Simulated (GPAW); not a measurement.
A self-consistent single point of Ti (P-3m1, 2 atoms in the cell) with GPAW.

Computed with LDA (Perdew-Wang 92), GPAW PAW datasets LDA (gpaw-data 1.0.1) (plane waves; GPAW 25.7.0).

```
Ti
1.0
    1.46762    -2.54200     0.00000
    1.46762     2.54200     0.00000
    0.00000     0.00000     4.65660
Ti
2
Direct
  0.33333   0.66667   0.26074
  0.66667   0.33333   0.75000
```

Reference input (self-consistent single point, DFT LDA (Perdew-Wang 92), plane waves, GPAW PAW datasets LDA (gpaw-data 1.0.1)): mode = pw; ecut = 850 eV; xc = LDA; kpts = 5 5 3; mesh shift (steps) = 0 0 0; occupations.name = fermi-dirac; occupations.width = 0.1 eV; nbands = -10; symmetry.symmorphic = false; symmetry.tolerance = 0.0005; maxiter = 150. This run's input differs from it in these lines:

```diff
@@ -13,2 +13,3 @@
 calc = GPAW(mode={'name': 'pw', 'ecut': 850},
+            h=0.25,
             xc='LDA',
```

Output, abridged:

```
Input parameters:
  h: 0.25
  kpts: [5 5 3]
  maxiter: 150
  mode: {ecut: 850,
         name: pw}
  nbands: -10
  occupations: {name: fermi-dirac,
                width: 0.1}
  symmetry: {symmorphic: False,
             tolerance: 0.0005}

species:
  Ti:
    name: Titanium
    Z: 22.0
    valence: 12
    core: 10
    charge: 0.0
    file: Ti.LDA.gz

    # Using partial waves for Ti as LCAO basis

Reference energy: -46347.898119  # eV

Spin-paired calculation

Convergence criteria:
 Maximum [total energy] change in last 3 cyles: 0.0005 eV / valence electron
 Maximum integral of absolute [dens]ity change: 0.0001 electrons / valence electron
 Maximum integral of absolute [eigenst]ate change: 4e-08 eV^2 / valence electron
 Maximum number of scf [iter]ations: 150

Symmetries present (total): 6
Symmetries with fractional translations: 0
75 k-points: 5 x 5 x 3 Monkhorst-Pack grid
12 k-points in the irreducible part of the Brillouin zone
       k-points in crystal coordinates                weights
   0:     0.00000000    0.00000000    0.00000000          1/75
   1:     0.00000000    0.00000000    0.33333333          2/75
   2:     0.20000000    0.00000000   -0.33333333          6/75
   [... 7 lines left out ...]
          ...
  11:     0.40000000    0.40000000    0.33333333         12/75

Traceback (most recent call last):
   [... frames left out ...]
AssertionError
```

The program stopped before any SCF iteration. 

The starting cell has typed, rounded lattice constants, without a prior relaxation at this level. Its lattice was rescaled by up to half a per cent. One atom was moved a little off its site on purpose.
